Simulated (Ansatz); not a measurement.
## BAs (model structure, started from the CdTe type, P6₄22, No. 181, 6 atoms in the cell)

Computed with PBEsol in Ansatz (PAW).

Settings: plane-wave cutoff 520 eV, 18×18×8 k mesh (along the axes of the cell as run), Fermi–Dirac smearing 0.05 eV, scalar-relativistic PAW data made under PBE.

Cell (relaxed at this level):

```
CELL_PARAMETERS angstrom
      3.42898     0.00000     0.00000
     -1.71449     2.96959     0.00000
      0.00000     0.00000     7.40315
ATOMIC_POSITIONS crystal
  B  0.00000 0.50000 0.66667
  B  0.50000 0.50000 0.00000
  B  0.50000 0.00000 0.33333
  As 0.00000 0.50000 0.16667
  As 0.50000 0.50000 0.50000
  As 0.50000 0.00000 0.83333
```

```yaml
band_gap: 0.31 eV (indirect)
smallest_direct_gap_on_the_k_points_sampled: 2.13 eV
```

Note: the relaxation could raise the start's symmetry but not lower it, so the cell can be a saddle point.

Spin–orbit coupling is not included.

Static lattice: no zero-point or thermal effects.

A model structure was made by putting elements into a prototype or built by hand; it is no filed structure, need not be a known phase, and can be a saddle point held by its symmetry.

Ansatz is a quantum-chemistry and plane-wave program.
